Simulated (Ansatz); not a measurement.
**Ansatz (an electronic-structure program) run on LuHg (Pm-3m, 2 atoms in the cell): self-consistent single point**

Method: LDA (PW92), default PAW files made with PBE (plane waves; Ansatz).

This input was run:

Ansatz 0.2 input:
```yaml
# LuHg
crystal:
  lattice:
    - [3.628080, 0.000000, 0.000000]
    - [0.000000, 3.628080, 0.000000]
    - [0.000000, 0.000000, 3.628080]
  atoms:
    - { symbol: Lu, position: [0.500000, 0.500000, 0.500000] }
    - { symbol: Hg, position: [0.000000, 0.000000, 0.000000] }
basis:
  ecutwfc: 30.9 Ry
kpoints:
  mp_grid: { grid: [9, 9, 9] }
hamiltonian:
  xc: lda
  pseudopotentials: { kind: paw }
scf:
  occupations: { method: gaussian, width: 0.0073 Ry }
output:
  forces: true
  eigenvalues: true
  stress: true
```

Output (repeated stretches shortened):

```
WARN ansatz: RAYON_NUM_THREADS=1 ignored (pool sized by the plan → 1); use --threads N
Pseudopotentials: kind: paw
Pseudopotential: Lu, paw, valence charge 25
Pseudopotential: Hg, paw, valence charge 20
Crystal: 2 atoms, lattice volume = 47.756 Å³
Basis set: ecut = 420.4159175005146 eV, 925 PW (Γ)
Bands: 27, of which v1, the nominal top of the filled ones, is band 23 counted from 1 (22 counted from 0)
Symmetry: 48 space group operations
Space group: Pm-3m (ITA 221), of the structure as read, at distance tolerance 3.6e-5 Å
k-points: 35 of 729
PAW frozen core: Lu, regenerated for the run's functional, and the local potential with it
PAW frozen core: Hg, regenerated for the run's functional, and the local potential with it
Initial density: superposition of atomic densities (neutral atoms: chi_scale 0, normalization atom), corrected by the library's trained network
Initial wavefunctions: pseudopotential atomic-orbital guess
Eigensolver: davidson
Functional: x = slater, c = lda
SCF iter   1: F=—  HF=-28016.505266 eV  |F-HF|=—  |Δ(HF+E_count)|=         —  Δρ=4.17e-3  dr2=3.26e-3  ethr=1.77e-3  ⟨swp⟩=5.3  Hψ=4762  notcnv=0
all-band conjugate gradients solve this SCF's bands
preconditioner: auto → Resta (q_TF=auto, 2.701 Å⁻¹)
SCF iter   2: F=—  HF=-28016.503760 eV  |F-HF|=—  |Δ(HF+E_count)|=   1.51e-3  Δρ=2.16e-3  dr2=8.17e-4  ethr=7.24e-6  ⟨swp⟩=3.1  Hψ=2572  notcnv=0
SCF iter   3: F=—  HF=-28016.503695 eV  |F-HF|=—  |Δ(HF+E_count)|=   6.50e-5  Δρ=1.12e-3  dr2=1.68e-4  ethr=1.81e-6  ⟨swp⟩=2.2  Hψ=1691  notcnv=0
SCF iter   4: F=—  HF=-28016.503654 eV  |F-HF|=—  |Δ(HF+E_count)|=   4.10e-5  Δρ=3.15e-4  dr2=2.46e-5  ethr=3.74e-7  ⟨swp⟩=2.7  Hψ=1921  notcnv=0
SCF iter   5: F=—  HF=-28016.503673 eV  |F-HF|=—  |Δ(HF+E_count)|=   1.83e-5  Δρ=8.42e-5  dr2=2.68e-6  ethr=5.48e-8  ⟨swp⟩=2.2  Hψ=1655  notcnv=0
SCF iter   6: F=—  HF=-28016.503673 eV  |F-HF|=—  |Δ(HF+E_count)|=   5.21e-8  Δρ=1.19e-5  dr2=3.54e-8  ethr=2.22e-10  ⟨swp⟩=8.3  Hψ=7079  notcnv=0
SCF iter   7: F=-28016.503673 eV  HF=-28016.503673 eV  |F-HF|=3.01e-8  |Δ(HF+E_count)|=   8.36e-8  Δρ=4.81e-6  dr2=8.99e-9  ethr=7.86e-11  ⟨swp⟩=5.4  Hψ=3970  notcnv=0
SCF 1 converged in 7 iterations: F = -28016.503673 eV  dr2 = 8.99e-9
SCF converged after 7 iterations
Free energy (F): -28016.503673 eV
Harris-Foulkes:  -28016.503673 eV  (|F-HF|=3.01e-8)
Internal energy: -28016.495770 eV  (E = F + TS)
E sigma→0 (E₀):  -28016.499721 eV
Entropy (-TS):   -0.007902 eV (-3.951 meV/atom)
Fermi energy:    16.149166 eV
--- Per-component energies (eV) ---
  E_band       = -337.768574
  E_kinetic    = 1021.999778
  E_local      = -8831.841123  (includes V_loc(G=0)·N_el)
  E_nonlocal   = 665.066490
  E_hartree    = 3713.860193
  E_xc         = -436.286252
  E_vxc        = -521.109920  (∫ρ·V_xc dr)
  E_paw        = -16789.470586  (= ΣΔE_a)
  E_vpaw       = -99.602199  (= ΣTr[D̂ρ^β])
  E_aug_tail   = 0.000874  (compensation charges beyond the density's cutoff)
  E_ewald      = -7362.719873
  E_core_change = 2.894728  (= ΣΔE_core)
  E_smearing   = -0.007902  (= −TS)
  E_closure    = 0.000000  (closes the sum)
  Σ components = -28016.503673   (vs F -28016.503673, Δ=0.00e0)
--- Forces (eV/Å), atoms counted from 1 ---
  atom   1  Lu     0.00000000    -0.00000000     0.00000000
  atom   2  Hg    -0.00000000     0.00000000     0.00000000
  max |Σ_I F_I| component: 1.15e-28 eV/Å
--- Stress (GPa, compression-positive) ---
       -5.361935       0.000000       0.000000
        0.000000      -5.361935      -0.000000
        0.000000      -0.000000      -5.361935
  P = ⅓ Tr σ = -5.3619 GPa (-53.619 kbar)
  The stress holds the Pulay correction. Without it, at fixed plane waves, as pw.x and ABINIT print it: P = -5.4070 GPa
--- Band table (eV; the first three rows and the last of 35) ---
  k-point 0: bands = ["-99.5751", "-47.8302", "-47.8302", "-47.8302", "-40.7416", "-11.3376", "-11.3376", "-11.3376", "7.4222", "8.2411", "8.2411", "8.8840", "8.8840", "8.8840", "10.4623", "10.4623", "10.4623", "10.4662", "10.4662", "10.4662", [...]
  k-point 1: bands = ["-99.5751", "-47.8306", "-47.8302", "-47.8302", "-40.7409", "-11.3584", "-11.3362", "-11.3362", "7.6067", "8.2580", "8.3089", "8.8636", "8.8636", "8.8873", "10.4618", "10.4653", "10.4653", "10.4658", "10.4716", "10.4716", [...]
  k-point 2: bands = ["-99.5751", "-47.8316", "-47.8301", "-47.8301", "-40.7394", "-11.4106", "-11.3326", "-11.3326", "8.0828", "8.3011", "8.5530", "8.8132", "8.8132", "8.8958", "10.4519", "10.4724", "10.4724", "10.4749", "10.4850", "10.4850", [...]
  k-point 34: bands = ["-99.5750", "-47.8329", "-47.8329", "-47.8329", "-40.7272", "-11.4669", "-11.4669", "-11.4668", "8.4482", "8.4820", "8.4820", "9.2970", "9.2970", "10.4005", "10.4580", "10.4586", "10.4586", "10.4868", "10.4868", "10.4879", [...]
```

The run converged in 7 iterations.

The starting cell comes from a database of computed structures (which also holds hypothetical and non-ambient phases and stackings), without a prior relaxation at this level. Its lattice was rescaled by up to half a per cent. Spin-orbit coupling is off. With a pressure of about -5 GPa the cell is away from its equilibrium volume at this level. Ansatz's pressure includes its estimate of the finite-basis (Pulay) stress.
